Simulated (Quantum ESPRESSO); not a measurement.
**Convergence study of the plane-wave cutoff for CaC2 (R3m, 3 atoms in the cell)**

```
CELL_PARAMETERS angstrom
      1.93468     1.11699     3.93410
     -1.93468     1.11699     3.93410
      0.00000    -2.23397     3.93410
ATOMIC_POSITIONS crystal
  Ca 0.00424 0.00424 0.00424
  C  0.55291 0.55291 0.55291
  C  0.44709 0.44709 0.44709
```

Computed with PBEsol, PseudoDojo standard norm-conserving (PBESOL) pseudopotentials (plane waves; Quantum ESPRESSO 7.5).

Base settings: ecutwfc = 85 Ry; occupations = smearing; smearing = fermi-dirac; degauss = 0.0036749 Ry; potentials = {Ca: Ca.upf, C: C.upf}; K_POINTS = automatic 3 3 3 0 0 0; conv_thr = 1e-08 Ry; mixing_beta = 0.5.

The second cell is the first with its lattice scaled by 0.98.

The mesh stays at the base's, so the ladder's end is converged at best in this setting alone.

Only quantities that move along the ladder and can be compared are tabulated; the gap is left out on so coarse a mesh.

The count of work is k-points × plane waves × bands × iterations; it is no time. 

The starting cell comes from a database of computed structures (which also holds hypothetical and non-ambient phases and stackings), without a prior relaxation at this level. Its lattice was rescaled by up to half a per cent. One atom was moved a little off its site on purpose.

Steps (ecutwfc): 30 Ry; 34 Ry; 42 Ry; 47 Ry; 51 Ry; 68 Ry; 76 Ry; 85 Ry; 94 Ry; 102 Ry; 115 Ry; 149 Ry; 204 Ry.

Question: What is the coarsest ecutwfc that holds the free energy within 2 meV/atom of the last step, with all finer ones?

Answer: 76 Ry, at 0.23 of the last step's count of work; the step before is off by 8.0 meV/atom.

Question: What is the coarsest ecutwfc that holds the energy of the compressed cell less the first within 2 meV/atom of the last step, with all finer ones?

Answer: 47 Ry, at 0.12 of the last step's count of work; the step before is off by 6.4 meV/atom.

Question: What is the coarsest ecutwfc that holds the pressure within 1 GPa of the last step, with all finer ones?

Answer: 68 Ry, at 0.19 of the last step's count of work; the step before is off by 4.8 GPa.

| ecutwfc | free energy less the last step's (meV/atom) | energy of the compressed cell less the first (meV/atom) | pressure (GPa) | largest difference of a force vector from the last step's (eV/Å) | count of work / last |
|---|---|---|---|---|---|
| 30 Ry | 1531.66 | 36.31 | -33.30 | 1.842 | 0.058 |
| 34 Ry | 944.68 | 26.20 | -23.90 | 0.720 | 0.069 |
| 42 Ry | 361.53 | 17.50 | -12.39 | 0.063 | 0.094 |
| 47 Ry | 196.44 | 11.11 | -8.21 | 0.154 | 0.12 |
| 51 Ry | 115.46 | 10.85 | -5.84 | 0.175 | 0.13 |
| 68 Ry | 7.98 | 11.27 | -1.62 | 0.012 | 0.19 |
| 76 Ry | 1.77 | 11.13 | -1.21 | 0.002 | 0.23 |
| 85 Ry | 0.35 | 11.09 | -1.07 | 0.000 | 0.27 |
| 94 Ry | 0.20 | 11.09 | -1.04 | 0.001 | 0.31 |
| 102 Ry | 0.18 | 11.09 | -1.05 | 0.000 | 0.35 |
| 115 Ry | 0.13 | 11.09 | -1.05 | 0.000 | 0.42 |
| 149 Ry | 0.08 | 11.08 | -1.04 | 0.000 | 0.62 |
| 204 Ry | 0.00 | 11.08 | -1.04 | 0.000 | 1.0 |

The energy difference between the two cells stays within 1 meV/atom of the last step's from 47 Ry on, the total only from 85 Ry on: much of the error is common to both cells and cancels.

At the lowest cutoff the pressure lies 32.3 GPa under the last step's, the usual sign of Pulay stress in an incomplete plane-wave basis.
